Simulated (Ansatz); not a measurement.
```xyz
9
Lattice="4.8182 0.0000 0.0000 -2.4091 4.1727 0.0000 0.0000 0.0000 5.4316" Properties=species:S:1:pos:R:3 pbc="T T T"
Si     1.2797     2.2165     1.8105
Si     2.2588     0.0000     0.0000
Si    -1.1294     1.9562     3.6211
O      0.2988     1.7237     2.9756
O      0.7669     3.5696     1.1650
O     -1.0657     3.0521     4.7861
O      2.7079     2.4490     2.4561
O      3.1760     0.6031     4.2666
O      1.3434     1.1206     0.6455
```

Space group of this cell: P3_221. The cell is strained (lengths across the current scaled by 0.98, ions clamped); by r2SCAN its mean pressure is 8.8 GPa.

Transport runs along the normal of the first two printed cell vectors, the (001) (indices of the unstrained crystal) plane of the conventional cell.

The gap is the functional's own. No spin-orbit coupling. Mid-gap values are interpolated on the energy grid.

### Question
Give the band gap and the smallest decay constant κ at mid-gap that r2SCAN in Ansatz (an electronic-structure program) yields.

### Answer
Gap 6.88 eV on a 12×12×6 mesh; κ = 0.526 1/Å, at the zone centre.
